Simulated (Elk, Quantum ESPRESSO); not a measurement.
A Quantum ESPRESSO input for a self-consistent single point of MgAu (P1, 2 atoms in the cell) (DFT, PBEsol, plane waves, PseudoDojo standard norm-conserving (PBESOL) pseudopotentials):

```fortran
&control
    calculation = 'scf',
    prefix = 'mgau',
    outdir = './work',
    pseudo_dir = './',
    verbosity = 'high',
    tprnfor = .true.,
    tstress = .true.,
/
&system
    ibrav = 0,
    nat = 2,
    ntyp = 2,
    ecutwfc = 85,
    occupations = 'smearing',
    smearing = 'gauss',
    degauss = 0.0073499,
/
&electrons
    conv_thr = 1e-10,
/
ATOMIC_SPECIES
Mg    24.3050  Mg.upf
Au   196.9666  Au.upf
CELL_PARAMETERS angstrom
   3.238513000     0.000000000     0.000000000
   0.000000000     3.238513000     0.000000000
   0.000000000     0.000000000     3.238513000
ATOMIC_POSITIONS angstrom
Mg    1.634726877    1.638554799    1.647305261
Au   -0.015470377   -0.019298299   -0.028048761
K_POINTS automatic
7 7 7  0 0 0
```

Give the Elk input for the same structure, mesh, smearing and functional.

This is the input that was run; spellings and numerical settings could be chosen otherwise.

```
tasks
  0

xctype
  22

rgkmax
  7.0

stype
  0

swidth
  0.00367493

avec
    6.1199026210    0.0000000000    0.0000000000
    0.0000000000    6.1199026210    0.0000000000
    0.0000000000    0.0000000000    6.1199026210

atoms
  2   : nspecies
  'Mg.in'   : spfname
  1   : natoms; atposl, bfcmt below
  0.5047770000  0.5059590000  0.5086610000    0.0 0.0 0.0
  'Au.in'   : spfname
  1   : natoms; atposl, bfcmt below
  -0.0047770000  -0.0059590000  -0.0086610000    0.0 0.0 0.0

ngridk
  7 7 7
```

Basis, cutoffs, solver keys and any potentials are the target program's own. This input uses DFT, PBEsol, all-electron FP-LAPW, Elk's shipped species files, default APW+lo basis.

The starting cell comes from a database of computed structures (which also holds hypothetical and non-ambient phases and stackings), without a prior relaxation at this level. Its lattice was rescaled by a random factor within 2.5 % of one. For this run, on top of that: atoms moved at random.
